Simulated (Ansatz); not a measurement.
Abridged Ansatz (a quantum-chemistry and plane-wave program) output:

```
Pseudopotential: Mo, paw, valence charge 14
Crystal: 2 atoms, lattice volume = 33.330 Å³
Basis set: ecut = 500 eV, 829 PW (Γ), exchange–correlation on 120×120×120 points (64 copies of the dense FFT grid, shifted against one another)
Bands: 18, of which v1, the nominal top of the filled ones, is band 14 counted from 1 (13 counted from 0)
Symmetry: 16 space group operations
k-points: 641 of 8000
Functional: x = r2scan, c = r2scan; τ floored in thin density (d = 2e-4 eV/Å³)
SCF iter   1: F=—  HF=-9933.418361 eV  |F-HF|=—  |Δ(HF+E_count)|=         —  Δρ=1.04e-2  dr2=1.74e-2  dr2_τ=3.23e-2  ethr=1.77e-3  ⟨swp⟩=5.6  Hψ=53647  notcnv=0
SCF iter   2: F=—  HF=-9933.423863 eV  |F-HF|=—  |Δ(HF+E_count)|=   5.50e-3  Δρ=5.92e-3  dr2=4.70e-3  dr2_τ=2.34e-4  ethr=6.22e-5  ⟨swp⟩=2.7  Hψ=25279  notcnv=0  defer=11
SCF 1 converged in 7 iterations: F = -9933.424329 eV  dr2 = 1.73e-10
SCF converged after 7 iterations
Free energy (F): -9933.424329 eV
Internal energy: -9933.410043 eV  (E = F + TS)
E sigma→0 (E₀):  -9933.417186 eV
Entropy (-TS):   -0.014286 eV (-7.143 meV/atom)
Fermi energy:    19.524705 eV
--- Forces (eV/Å), atoms counted from 1 ---
  atom   1  Mo     0.00000000     0.00000000    -0.00000000
  atom   2  Mo     0.00000000     0.00000000     0.00000000
--- Stress (GPa, compression-positive) ---
       -0.000727       0.000000      -0.000000
        0.000000      -0.000727       0.000000
       -0.000000       0.000000       0.001112
  P = ⅓ Tr σ = -0.0001 GPa (-0.001 kbar)
```

Q: What was computed, and what are the main results?

A: Mo, 2 atoms in the cell, with Ansatz, r2SCAN, PAW, cutoff 500 eV, no SOC. The last SCF converged to F = -9933.424329 eV, or -4966.7122 eV per atom, at a pressure of 0.00 GPa. The total energy compares only with runs of the same code, potentials and settings.

No phonon test of stability was made. All final runs are without spin polarisation. The cell was made from Sn by this change: Sn → Mo; the result is a hypothetical phase, not in the database extracts checked.
